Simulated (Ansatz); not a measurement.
**Ladder of methods for the lattice constant a of cubic perovskite SrVO3**

Reference value: 3.842 Å (measured, temperature not stated, no zero-point or thermal correction; as tabulated in Marks et al. (2021), arXiv:2103.05797).

Q: Put these levels in order of the lattice constant a that they give for cubic perovskite SrVO3, smallest first: LDA (Ansatz, a program for electronic structure), PBE (Ansatz), PBE-D4 (Ansatz), r²SCAN-D4 (Ansatz).

A: LDA (3.773 Å), r²SCAN-D4 (3.820 Å), PBE-D4 (3.836 Å), PBE (3.858 Å)

Differences against the reference: LDA -1.80 %, PBE +0.42 %, PBE-D4 -0.16 %, r²SCAN-D4 -0.57 %.

The measured value isn't corrected to a static lattice, so vibrations enter the comparison. A static lattice is as a rule a little smaller than the measured one. The crystal itself was run without spin with PBE, r²SCAN-D4, LDA, PBE-D4; a magnetic state was not tried in these runs. Cutoffs differ between the levels. Ansatz's density-functional and Hartree–Fock values are scalar-relativistic unless marked +SOC, with PAW data made under PBE.

Differences are worked out from the printed values.
